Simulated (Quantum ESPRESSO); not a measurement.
A self-consistent single point of AlCo (Pm-3m, 2 atoms in the cell) with Quantum ESPRESSO.

Computed with PBE, PseudoDojo standard norm-conserving (PBE) pseudopotentials (plane waves; Quantum ESPRESSO).

```
AlCo
1.0
    2.79515     0.00000     0.00000
    0.00000     2.79515     0.00000
    0.00000     0.00000     2.79515
Al Co
1 1
Direct
  0.00000   0.00000   0.00000
  0.50000   0.50000   0.50000
```

Reference input (self-consistent single point, DFT, PBE, plane waves, PseudoDojo standard norm-conserving (PBE) pseudopotentials): ecutwfc = 100 Ry; occupations = smearing; smearing = gauss; degauss = 0.019992 Ry; potentials = {Al: Al.upf, Co: Co.upf}; K_POINTS = automatic 9 9 9 0 0 0; conv_thr = 1e-10 Ry. This run's input differs from it in these lines:

```diff
@@ -27,3 +27,3 @@
 K_POINTS automatic
-9 9 9  0 0 0
+7 7 7  0 0 0
 CELL_PARAMETERS angstrom
```

The program printed (abridged):

```
     Self-consistent Calculation

     iteration #  1     ecut=   100.00 Ry     beta= 0.70

---- Real-time Memory Report at c_bands before calling an iterative solver
            62 MiB given to the printing process from OS
            29 MiB allocation reported by mallinfo(arena+hblkhd)
------------------

     Threshold (ethr) on eigenvalues was too large:
     Diagonalizing with lowered threshold

---- Real-time Memory Report at c_bands before calling an iterative solver
            64 MiB given to the printing process from OS
            29 MiB allocation reported by mallinfo(arena+hblkhd)
------------------

   [... lines left out ...]

---- Real-time Memory Report at c_bands before calling an iterative solver
            74 MiB given to the printing process from OS
            41 MiB allocation reported by mallinfo(arena+hblkhd)
------------------

     total energy              =    -310.79226238 Ry
     estimated scf accuracy    <          1.9E-09 Ry

     iteration # 11     ecut=   100.00 Ry     beta= 0.70

---- Real-time Memory Report at c_bands before calling an iterative solver
            74 MiB given to the printing process from OS
            41 MiB allocation reported by mallinfo(arena+hblkhd)
------------------
     End of self-consistent calculation

     the Fermi energy is    15.6506 ev

!    total energy              =    -310.79226238 Ry
     estimated scf accuracy    <          2.6E-11 Ry
     smearing contrib. (-TS)   =      -0.00170067 Ry
     internal energy E=F+TS    =    -310.79056171 Ry

     convergence has been achieved in  11 iterations

     Forces acting on atoms (cartesian axes, Ry/au):

     atom    1 type  1   force =     0.00000000    0.00000000    0.00000000
     atom    2 type  2   force =     0.00000000    0.00000000    0.00000000

     Total force =     0.000000     Total SCF correction =     0.000000

          total   stress  (Ry/bohr**3)                   (kbar)     P=      121.77
   0.00082780   0.00000000   0.00000000          121.77        0.00        0.00
   0.00000000   0.00082780   0.00000000            0.00      121.77        0.00
   0.00000000   0.00000000   0.00082780            0.00        0.00      121.77

   JOB DONE.
```

The run converged in 11 iterations. Against the reference run the free energy stays essentially unchanged (within 1 meV/atom) and the pressure goes from 12.31 to 12.18 GPa.

The starting cell comes from a database of computed structures (which also holds hypothetical and non-ambient phases and stackings), without a prior relaxation at this level. Its lattice was rescaled by a random factor within 2.5 % of one. Spin polarisation is off. With a pressure of about 12 GPa the cell is away from its equilibrium volume at this level.
